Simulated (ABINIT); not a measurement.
Input and output of a self-consistent single point for Y (P6_3/mmc, 2 atoms in the cell) (ABINIT).

Level of theory: PBE, PAW (JTH v2.0 PBE PAW) (plane waves; ABINIT).

The change in words: lattice scaled by 0.98. Reference geometry:
```yaml
crystal:
  lattice:
    - [1.82500, -3.16099, 0.00000]
    - [1.82500, 3.16099, 0.00000]
    - [0.00000, 0.00000, 5.73000]
  atoms:
    - { symbol: Y, position: [0.33333, 0.66667, 0.25000] }
    - { symbol: Y, position: [0.66667, 0.33333, 0.75000] }
```

Reference input (self-consistent single point, DFT, PBE, plane waves, PAW (JTH v2.0 PBE PAW)): pseudos = [Y.GGA_PBE-JTH.xml]; ecut = 544 eV; pawecutdg = 1088 eV; occopt = 3; tsmear = 0.00367493 Ha; ngkpt = 10 10 6; nshiftk = 1; shiftk = 0 0 0; potentials = JTH v2.0 PBE PAW; nband = 16; kptopt = 1; nstep = 80. This run's input differs from it in these lines:

```diff
@@ -5,5 +5,5 @@
 rprim
-         3.4487501754   -5.9734105263    0.0000000000
-         3.4487501754    5.9734105263    0.0000000000
-         0.0000000000    0.0000000000   10.8281306941
+         3.3797752452   -5.8539424428    0.0000000000
+         3.3797752452    5.8539424428    0.0000000000
+         0.0000000000    0.0000000000   10.6115680802
 natom 2
@@ -13,4 +13,4 @@
 xcart
-         1.8249999989    1.0536642406    1.4325000000
-         1.8249999989   -1.0536642406    4.2975000000
+         1.7885000377    1.0325909782    1.4038500000
+         1.7885000377   -1.0325909782    4.2115500000
       Angstrom
```

Output (repeated stretches shortened):

```
--- !BeginCycle
solver: {iscf: 17, nstep: 80, nline: 4, wfoptalg: 10, }
tolerances: {tolvrs: 1.00E-10, }
...

     iter   Etot(hartree)      deltaE(h)  residm     nres2
 ETOT  1  -77.329022195729    -7.733E+01 3.222E-01 1.059E+00
 ETOT  2  -77.425639532964    -9.662E-02 1.445E-02 1.802E-01
 ETOT  3  -77.425737303084    -9.777E-05 4.372E-03 5.332E-02
 ETOT  4  -77.425763953394    -2.665E-05 2.490E-03 1.627E-03
 ETOT  5  -77.425765137371    -1.184E-06 1.309E-03 2.263E-06
 ETOT  6  -77.425765217301    -7.993E-08 1.317E-03 1.260E-06
 ETOT  7  -77.425765221566    -4.266E-09 3.759E-04 9.627E-08
 ETOT  8  -77.425765224338    -2.772E-09 5.104E-04 7.118E-09
 ETOT  9  -77.425765224392    -5.346E-11 1.358E-04 5.590E-10
 ETOT 10  -77.425765224392    -1.421E-14 1.683E-04 5.004E-11
 At SCF step   10       nres2   =  5.00E-11 < tolvrs=  1.00E-10 =>converged.

 Cartesian components of stress tensor (hartree/bohr^3)
  sigma(1 1)= -8.55409169E-05  sigma(3 2)=  0.00000000E+00
  sigma(2 2)= -8.55409168E-05  sigma(3 1)=  0.00000000E+00
  sigma(3 3)= -7.30267740E-05  sigma(2 1)=  0.00000000E+00

 ----iterations are completed or convergence reached----

 reduced coordinates (array xred) for    2 atoms
       0.333333335509      0.666666668843      0.250000002187
       0.666666668843      0.333333335509      0.750000002187
 cartesian forces (eV/Angstrom) at end:
    1      0.00000000000000     0.00000000000000    -0.00000000000000
    2     -0.00000000000000    -0.00000000000000    -0.00000000000000
 frms,max,avg= 1.3548769E-27 2.3044290E-27   0.000E+00  0.000E+00  0.000E+00 e/A
   [... lines left out ...]
 Fermi (or HOMO) energy (hartree) =   0.29503   Average Vxc (hartree)=  -0.35948
 Fermi (or HOMO) energy (eV) =   8.02804   Average Vxc (eV)=  -9.78190
   [... lines left out ...]
'-kT*entropy'       : -4.26295482707682E-03
total_energy        : -7.74257655506722E+01
total_energy_eV     : -2.10686222705370E+03
...

-Cartesian components of stress tensor (GPa)         [Pressure=  2.3940E+00 GPa]
- sigma(1 1)= -2.51670024E+00  sigma(3 2)=  0.00000000E+00
- sigma(2 2)= -2.51670024E+00  sigma(3 1)=  0.00000000E+00
- sigma(3 3)= -2.14852151E+00  sigma(2 1)=  0.00000000E+00

 Calculation completed.
```

The run converged in 10 iterations. 

The starting cell has typed, rounded lattice constants, without a prior relaxation at this level. For this run, on top of that: lattice scaled by 0.98.

These are the values that this program gave, and no reference: the one-centre exchange-correlation terms come from a truncated expansion.

Cost on one core of a shared machine: roughly 40 s.
